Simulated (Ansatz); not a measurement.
Functionals compared on F on the 1x1 (100) surface of monoclinic ZrO2 (cut with top plane 2 O), one in a 1x1 cell, started at the site 'hollow O-O-O over O at depth 6.9 Å', in Ansatz (plane waves, PAW). The structure was relaxed with PBE; the other rows are single points on it, each with its references at the same level. Cutoff 420 eV (500 eV for r2SCAN). The points keep PBE's geometry, so the relaxation of a polaron and the settling of charge on one site are left out.

Host crystal: monoclinic ZrO2, with a band gap (PBE, scalar-relativistic without spin-orbit coupling).

Slab: 25 atoms, 9.4 Å thick at the start under the adsorbate (thin: gaps and levels are the slab's own); k 4x4x1, smearing 0.01 eV, dipole-corrected; 12 atoms held, the rest relaxed; no symmetry held; spin-polarised, ending with about 1.0 μB a cell, a value that depends on the mesh; orders that need a larger cell were not tried, no spin-orbit, no U, no dispersion correction. The slab shows no gap over 0.04 eV on its mesh. At the end it is bonded to Zr. In PBE it is, or lies within 0.03 eV of, the lowest of the starts that converged. These notes are the PBE run's. r2SCAN: The program's check for a lower electronic state was not made. Adsorption energies are against ½ F2(g). A negative adsorption energy means that the adsorbate is more stable on the surface than in its reference.

```csv
functional,adsorption energy (eV),work function of the top face (eV),rough cost of the single point
PBE,-1.62,8.78,–
RPBE,-1.55,8.63,around 4 core-minutes (rough)
r2SCAN,___,___,roughly 9 core-minutes
```

Problem. Some entries are withheld; supply them.

Solution. 
- r2SCAN, adsorption energy (eV): -1.76
- r2SCAN, work function of the top face (eV): 8.88

Ansatz is a first-principles code.
